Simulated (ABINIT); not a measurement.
Input and output of a self-consistent single point for Ta (Im-3m, 1 atom in the cell) (ABINIT).

Method: PBE, norm-conserving pseudopotentials (PseudoDojo nc-sr-05 PBE standard) (plane waves; ABINIT).

The change in words: lattice scaled by 1.03. Reference geometry:
```xyz
1
Lattice="-1.6798 1.6798 1.6798 1.6798 -1.6798 1.6798 1.6798 1.6798 -1.6798" Properties=species:S:1:pos:R:3 pbc="T T T"
Ta     0.0000     0.0000     0.0000
```

Reference input (self-consistent single point, DFT, PBE, plane waves, norm-conserving pseudopotentials (PseudoDojo nc-sr-05 PBE standard)): pseudos = [Ta.upf]; ecut = 58 Ry; ixc = 11; occopt = 6; tsmear = 0.272 eV; ngkpt = 9 9 9; nshiftk = 1; shiftk = 0 0 0; potentials = PseudoDojo nc-sr-05 PBE standard; nband = 12; kptopt = 1; nstep = 80. This run's input differs from it in these lines:

```diff
@@ -3,3 +3,3 @@
 pseudos "Ta.upf"
-acell 5.4980056062 5.4980056062 5.4980056062
+acell 5.6629470182 5.6629470182 5.6629470182
 rprim
```

Output, abridged:

```
--- !BeginCycle
solver: {iscf: 7, nstep: 80, nline: 4, wfoptalg: 0, }
tolerances: {tolvrs: 1.00E-10, }
...

     iter   Etot(hartree)      deltaE(h)  residm     vres2
 ETOT  1  -65.079015807945    -6.508E+01 1.067E-01 2.455E+01
 ETOT  2  -65.097209468140    -1.819E-02 3.234E-02 1.601E+00
 ETOT  3  -65.097566572005    -3.571E-04 2.275E-03 1.224E-03
 ETOT  4  -65.097566892208    -3.202E-07 5.104E-04 1.069E-05
 ETOT  5  -65.097566893937    -1.730E-09 3.267E-04 1.118E-07
 ETOT  6  -65.097566893957    -1.991E-11 2.236E-04 8.571E-11
 At SCF step    6       vres2   =  8.57E-11 < tolvrs=  1.00E-10 =>converged.

 Cartesian components of stress tensor (hartree/bohr^3)
  sigma(1 1)=  6.32119041E-04  sigma(3 2)=  0.00000000E+00
  sigma(2 2)=  6.32119041E-04  sigma(3 1)=  0.00000000E+00
  sigma(3 3)=  6.32119041E-04  sigma(2 1)=  0.00000000E+00

 ----iterations are completed or convergence reached----

 reduced coordinates (array xred) for    1 atoms
       0.000000000000      0.000000000000      0.000000000000
 cartesian forces (eV/Angstrom) at end:
    1      0.00000000000000     0.00000000000000     0.00000000000000
 frms,max,avg= 0.0000000E+00 0.0000000E+00   0.000E+00  0.000E+00  0.000E+00 e/A
 length scales=  5.662947018200  5.662947018200  5.662947018200 bohr
              =  2.996702495484  2.996702495484  2.996702495484 angstroms
   [... lines left out ...]
 Fermi (or HOMO) energy (hartree) =   0.42217   Average Vxc (hartree)=  -0.45353
   [... lines left out ...]
total_energy        : -6.50975668939573E+01
total_energy_eV     : -1.77139488110350E+03
band_energy         : -7.30793390718341E+00
...

-Cartesian components of stress tensor (GPa)         [Pressure= -1.8598E+01 GPa]
- sigma(1 1)=  1.85975811E+01  sigma(3 2)=  0.00000000E+00
- sigma(2 2)=  1.85975811E+01  sigma(3 1)=  0.00000000E+00
- sigma(3 3)=  1.85975811E+01  sigma(2 1)=  0.00000000E+00

 Calculation completed.
```

The run converged in 6 iterations. Against the reference run the free energy rises by 139 meV/atom and the pressure goes from -5.95 to -18.60 GPa.

The starting cell comes from a database of computed structures (which also holds hypothetical and non-ambient phases and stackings), without a prior relaxation at this level. Its lattice was rescaled by a random factor within 2.5 % of one. For this run, on top of that: lattice scaled by 1.03. Spin polarisation is off.
